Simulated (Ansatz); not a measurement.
Take GaN in the zinc blende structure (space group F-43m, No. 216; a = 4.5485 Å) as the base.

The values are results of PBE (Ansatz, an electronic-structure program; PAW; 420 eV plane waves; no SOC), not measurements.

Base values:

- Valley order: Γ 1.54 eV; X along ⟨100⟩ 3.35 eV

It is then changed as follows: every lattice vector is shortened by 2.00 %, atoms relaxed at fixed cell.

**Question.** Estimate the effect on the energy relative to the base.

**Answer.** The energy increases by 24 meV/atom.

**Question.** Estimate the effect on the valley order.

**Answer.** The valley order (the lowest conduction-band minima on the path, energy above the VBM, named in the base's zone) changes from Γ 1.54 eV; X along ⟨100⟩ 3.35 eV to Γ 1.93 eV; X along ⟨100⟩ 3.36 eV.

The levels and masses belong to the bands next to the band gap. The cells carry an imposed strain or load. No phonon test of stability was made. This is not the structure that GaN has at room temperature and ambient pressure.
